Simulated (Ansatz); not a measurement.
Consider an 8-atom supercell of InSb in the zinc blende structure (space group F-43m, No. 216; a = 6.519 Å) at its relaxed geometry.

Computed with plane-wave PAW DFT at the PBEsol level (Ansatz, a program for electronic structure, 420 eV), no spin-orbit coupling.

Base values:

- Mean distance from the defect site to its nearest host atoms: 5.33 bohr
- Pressure: 0.0 GPa

Perturbation: one In atom is replaced by Sn, atoms relaxed at fixed cell, starting from a slightly rattled geometry.

Question: Estimate the effect on the mean distance from the defect site to its nearest host atoms.

Answer: The mean distance from the defect site to its nearest host atoms rises by 0.071 bohr (5.33 bohr → 5.41 bohr).

Question: What happens to the largest displacement of a host atom from its site in the perfect cell?

Answer: The largest displacement of a host atom from its site in the perfect cell is 0.04 Å.

Question: What happens to the pressure?

Answer: The pressure goes from zero to 1.5 GPa.

The cell is small, so the values are those of an ordered compound at a high defect concentration; dilute-limit values will differ. All final runs are without spin polarisation. The defect cell is not spin-polarised.
